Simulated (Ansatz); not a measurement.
The starting structures come from a database of crystals and need not be the phases stable at ambient conditions.

By PBEsol, the system below comes out a metal.

A figure of merit of an interconnect metal is its ballistic conductance per area.

Consider the following.

```xyz
6
Lattice="2.9150 0.0000 0.0000 0.0000 5.2099 0.0000 0.0000 -2.6050 4.5119" Properties=species:S:1:pos:R:3 pbc="T T T"
Ta     0.0000     0.0000     0.0000
Ta     1.4575     2.6050     1.5040
Ta     1.4575     0.0000     3.0079
N      0.0000    -1.3025     2.2560
N      0.0000     1.3025     2.2560
N      0.0000     2.6050     0.0000
```

The cell was relaxed by PBE-D3(BJ); by PBEsol it stands under a pressure of -2.1 GPa.

The current flows along the normal of the first two printed cell vectors, the (100) plane of the conventional cell. No spin-orbit coupling; the value is a mean over 0.1 eV about the Fermi level.

Question: State the ballistic conductance per area according to PBEsol (Ansatz, a program for electronic structure).

Answer: 0.24 × 10¹⁵ S/m² for both spins.
